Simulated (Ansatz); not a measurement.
**Cubic perovskite CsPbCl3 (cubic high-temperature phase)**

Level of theory: r²SCAN-D4 in Ansatz (PAW).

Numerical settings: plane-wave cutoff 560 eV, 6×6×6 k mesh, Fermi–Dirac smearing 0.01 eV, scalar-relativistic PAW data made under PBE.

Cell (relaxed at this level):

```cif
data_Cl3CsPb
_chemical_formula_sum 'Cs1 Pb1 Cl3'
_space_group_name_H-M_alt 'Pm-3m'
_space_group_IT_number 221
_space_group_name_Hall '-P 4 2 3'
_cell_length_a 5.64904
_cell_length_b 5.64904
_cell_length_c 5.64904
_cell_angle_alpha 90.000
_cell_angle_beta 90.000
_cell_angle_gamma 90.000
loop_
_atom_site_label
_atom_site_type_symbol
_atom_site_symmetry_multiplicity
_atom_site_Wyckoff_symbol
_atom_site_fract_x
_atom_site_fract_y
_atom_site_fract_z
_atom_site_occupancy
Cs1 Cs 1 a 0.00000 0.00000 0.00000 1
Pb1 Pb 1 b 0.50000 0.50000 0.50000 1
Cl1 Cl 3 c 0.00000 0.50000 0.50000 1
```

```yaml
band_gap: 2.40 eV
"Γ–Γ gap": 6.48 eV
```

Note: the relaxation could not lower the start's symmetry, so the cell can be a saddle point above a distorted one.

Spin–orbit coupling is not included; with these elements it can move the gap by several tenths of an eV or more.

It cost very roughly 3 core-minutes of CPU time.

Ansatz is an electronic-structure program.
